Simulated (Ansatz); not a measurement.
Results of LDA (Ansatz, a quantum-chemistry and plane-wave program, plane waves, PAW) for TiGeS3 (Pnma, No. 62).

Settings: plane-wave cutoff 520 eV, 4×10×4 k mesh (along the axes of the cell as run), Fermi–Dirac smearing 0.01 eV, no spin polarisation, scalar-relativistic PAW data made under PBE.

Cell (measured lattice):

TiGeS$_{3}$ is modelled in the orthorhombic space group Pnma (No. 62), Pearson symbol oP20. Lattice parameters: a = 8.926 Å, b = 3.467 Å, c = 13.260 Å, α = 90.00°, β = 90.00°, γ = 90.00°. Ti on 4c has 6 S at 2.391–2.431 Å (octahedral). Ge on 4c sees 3 S at 2.389–2.434 Å (trigonal pyramidal). S1 on 4c is coordinated by 3 Ti at 2.391–2.430 Å (trigonal pyramidal). S2 on 4c has 2 Ge at 2.389 Å and 1 Ti at 2.420 Å (trigonal pyramidal). S3 on 4c sees 2 Ti at 2.431 Å and 1 Ge at 2.434 Å (trigonal pyramidal). (Neighbours: up to the widest gap in distance over summed covalent radii, below 1.35, at either atom; cation-cation and far metal-metal contacts left out.)

Question: Give the computed band gap, smallest direct gap on the k points sampled and Γ–Γ gap.

Answer: 
* **band gap**: 0.13 eV (indirect)
* **smallest direct gap on the k points sampled**: 0.21 eV
* **Γ–Γ gap**: 0.48 eV

Note: cell and atoms aren't relaxed at this level (pressure -3.3 GPa).

Spin–orbit coupling is not included.

The result took roughly 5 core-minutes.
